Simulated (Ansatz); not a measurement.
The reference is ZnSe in the zinc blende structure (space group F-43m, No. 216; a = 5.634 Å).

Structures relaxed with PBEsol (Ansatz, an electronic-structure program), no spin-orbit coupling.

Base:

Simulated powder pattern, Mo Kα, λ = 0.71073 Å (kinematic, ideal powder, no thermal factors, no anomalous dispersion; the 10 strongest lines at most, above 2 %, up to 2θ = 40°):

```tsv
2θ (°)	I/Imax (%)	hkl
12.55	100	(111)
20.56	81	(220)
24.15	51	(311)
29.23	14	(400)
31.92	21	(331)
36.00	28	(422)
38.27	15	(511)
```

One thing is altered: Br takes the place of Se on all its sites, then cell and atoms are relaxed.

Q: How do the reflections move or split?

A: 
Simulated powder pattern, Mo Kα, λ = 0.71073 Å (kinematic, ideal powder, no thermal factors, no anomalous dispersion; the 10 strongest lines at most, above 2 %, up to 2θ = 40°):

```csv
2θ (°),I/Imax (%),hkl
11.23,100,(111)
18.38,83,(220)
21.59,53,(311)
26.11,15,(400)
28.50,23,(331)
32.12,31,(422)
34.13,17,(511)
37.26,9.4,(440)
39.04,16,(531)
```

The indices refer to each structure's own conventional cell; one index is shown for lines that coincide.

Whether these cells are dynamically stable was not tested. As relaxed here, ZnBr is a hypothetical phase, not in the database extracts checked. All final runs are without spin polarisation. An odd electron count without spin: ZnBr.
